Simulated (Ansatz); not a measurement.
**Response to strain in MgS**

Take MgS in the rock salt structure (space group Fm-3m, No. 225; a = 5.129 Å) as the base. Axes: x, y, z lie along the cube axes.

Strains are applied to the cell and any free atomic positions relax.

Calculations: Ansatz (a program for electronic structure), LDA, PAW, cutoff 420 eV, no spin-orbit coupling.

Notes on the quantities. energy relative to the base: free energy F.

| variant | band gap | smallest direct gap | energy relative to the base |
|---|---|---|---|
| base | 2.65 eV | 3.83 eV | 0 meV/atom |
| tensor shear ε_xy = +0.57 % | 2.59 eV | 3.77 eV | +0.4 meV/atom |
| tensor shear ε_xy = +1.43 % | 2.47 eV | 3.67 eV | +2.5 meV/atom |
| tensor shear ε_xy = +0.86 % | … | … | … |
| tensor shear ε_xy = +0.29 % | 2.62 eV | 3.80 eV | +0.1 meV/atom |
| tensor shear ε_xy = +1.71 % | 2.43 eV | 3.64 eV | +3.5 meV/atom |
| tensor shear ε_xy = +1.14 % | 2.51 eV | 3.71 eV | +1.6 meV/atom |
| tensor shear ε_xy = +2.00 % | 2.38 eV | 3.60 eV | +4.8 meV/atom |

Problem. Some entries are withheld; estimate them.

Solution. 
- tensor shear ε_xy = +0.86 %, band gap: 2.55 eV
- tensor shear ε_xy = +0.86 %, smallest direct gap: 3.74 eV
- tensor shear ε_xy = +0.86 %, energy relative to the base: +0.9 meV/atom

No phonon test of stability was made.
